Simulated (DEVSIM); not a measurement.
Device: abrupt GaAs n-p junction, at 300 K.

Layer 1 from the left is GaAs, thickness (μm) 70.0, Nd (cm⁻³) 7.5e16, τn (s) 5.9e-9, τp (s) 5.9e-9. Layer 2 from the left is GaAs, thickness (μm) 31.0, Na (cm⁻³) 9.4e15, τn (s) 5.9e-9, τp (s) 5.9e-9.

Left contact: ohmic. Right contact: ohmic. Voltage is applied to the left contact. Recombination: SRH at mid-gap, radiative, Auger. Mobility is constant in doping.

The device is made up for the run: typed textbook-type constants, with dimensions and the other settings drawn at random. Values at 300 K.

GaAs: gap (eV) 1.424, affinity (eV) 4.07, permittivity 12.9, Nc (cm⁻³) 4.7e17, Nv (cm⁻³) 9e18, μn (cm²/Vs) 8500, μp (cm²/Vs) 400, B (cm³/s) 2e-10, Cn (cm⁶/s) 1e-30, Cp (cm⁶/s) 1e-30.

DEVSIM, 1D drift-diffusion, Boltzmann statistics, complete ionisation; no tunnelling, impact ionisation, image-force lowering or self-heating.

Q: What does the simulation give for the largest field in the device at zero bias, the potential step across the device at zero bias, the dark forward voltage at 100 A/cm², the dark forward voltage at 1 A/cm²?

A: largest field in the device at zero bias 52000 V/cm; potential step across the device at zero bias 1.199 V; dark forward voltage at 100 A/cm² 1.296 V; dark forward voltage at 1 A/cm² 0.999 V.
